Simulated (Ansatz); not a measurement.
Worked example: relaxation of cell and atoms of Na2Au (I4/mcm, 6 atoms in the cell) in Ansatz (a first-principles code).

Computed with PBEsol, default PAW files made with PBE (plane waves; Ansatz).

```
CELL_PARAMETERS angstrom
     -3.70850     3.70850     2.76100
      3.70850    -3.70850     2.76100
      3.70850     3.70850    -2.76100
ATOMIC_POSITIONS crystal
  Au 0.25000 0.25000 0.00000
  Au 0.75000 0.75000 0.00000
  Na 0.65800 0.15800 0.81600
  Na 0.15800 0.34200 0.50000
  Na 0.34200 0.84200 0.18400
  Na 0.84200 0.65800 0.50000
```

Reference input (self-consistent single point, DFT, PBEsol, plane waves, default PAW files made with PBE): kpoints.mp_grid.grid = 8 8 8; hamiltonian.xc = pbesol; hamiltonian.pseudopotentials = {kind: paw} (the program's default PAW files); scf.occupations.method = fermi_dirac; scf.occupations.width = 0.1 eV. This run's input differs from it in these lines:

```diff
@@ -24,2 +24,5 @@
     width: 0.1
+relax:
+  cell:
+    p_target: 10.0 GPa
 output:
```

Output, abridged:

```
   [... SCF lines of the steps left out ...]
relax step   1: F+E_penalty+E_count = -31918.92825392 eV  Δ(F+E_penalty+E_count) = +0.000e0 eV  max|allowed force component| = 2.007e-1 eV/Å  Δτ_max = 0.0000 Å  P = -1.098 GPa  Ω = 151.888 Å³  (7 SCF iters, dr2 threshold 1.00e-7 eV, accepted)
relax step   2: F+E_penalty+E_count = -31918.79262656 eV  Δ(F+E_penalty+E_count) = +1.356e-1 eV  max|allowed force component| = 7.890e-2 eV/Å  Δτ_max = 0.0275 Å  P = +4.395 GPa  Ω = 131.136 Å³  energy of the carried Pulay correction = +1.595e-3 eV  [...]
   [... lines left out ...]
relax step   7: F+E_penalty+E_count = -31918.22523107 eV  Δ(F+E_penalty+E_count) = +4.062e-3 eV  max|allowed force component| = 7.686e-4 eV/Å  Δτ_max = 0.0014 Å  P = +10.007 GPa  Ω = 116.346 Å³  energy of the carried Pulay correction = +6.447e-6 eV  [...]
relax step   8: F+E_penalty+E_count = -31918.22522903 eV  Δ(F+E_penalty+E_count) = +2.039e-6 eV  max|allowed force component| = 7.742e-4 eV/Å  Δτ_max = 0.0000 Å  P = +10.007 GPa  Ω = 116.346 Å³  stress off target by 1.11e-2 GPa  SCF on the basis [...]
basis re-selected at this cell: Δ(F+E_penalty+E_count) = +2.039e-6 eV, ΔP = -0.000 GPa vs the last step
the relaxation is at rest under the 16 symmetry operations that the run kept from its start: a minimum is not shown …
Stability not checked: this state was not tested for a lower state beside it, because too few of the mixer's solves of this state at the end of the SCF gave a …
Free energy (F): -31918.225229 eV
Internal energy: -31918.180620 eV  (E = F + TS)
   [... lines left out ...]
Fermi energy:    9.397835 eV
  cell:  # Å, volume = 116.3457 Å³
   [... lines left out ...]
    - { symbol: Au, position: [0.7499999999999999, 0.7499999999999999, -6.334379687345081e-20] }
    - { symbol: Na, position: [0.6587303228736976, 0.15873032287369773, 0.8174606457473952] }
    - { symbol: Na, position: [0.15873032287369765, 0.34126967712630235, 0.5] }
    - { symbol: Na, position: [0.3412696771263022, 0.8412696771263022, 0.18253935425260467] }
    - { symbol: Na, position: [0.8412696771263024, 0.6587303228736976, 0.5] }
```

The run converged. 

Summary of the result:
| Quantity | Value |
|---|---|
| Free energy E − TS (on the zero of these files) | -31918.2252 eV |
| Fermi level (on the code's own zero) | 9.40 eV |
| Pressure | 10.01 GPa |
| Largest force (vector length) | 0.001 eV/Å |
| Final cell | a = b = c = 5.3752 Å, α = β = 104.38°, γ = 120.22° |
| Final volume per atom | 19.39 Å³ |
| Relaxation steps | 8 |

The starting cell comes from a database of published, mostly measured structures (it also holds non-ambient and calculated ones), without a prior relaxation at this level. The relaxation keeps the symmetry of its start, so its end need not be a minimum. Ansatz's pressure includes its estimate of the finite-basis (Pulay) stress.

Cost on one core of a shared machine: roughly 3 min.

Keys are those of Ansatz 0.2.
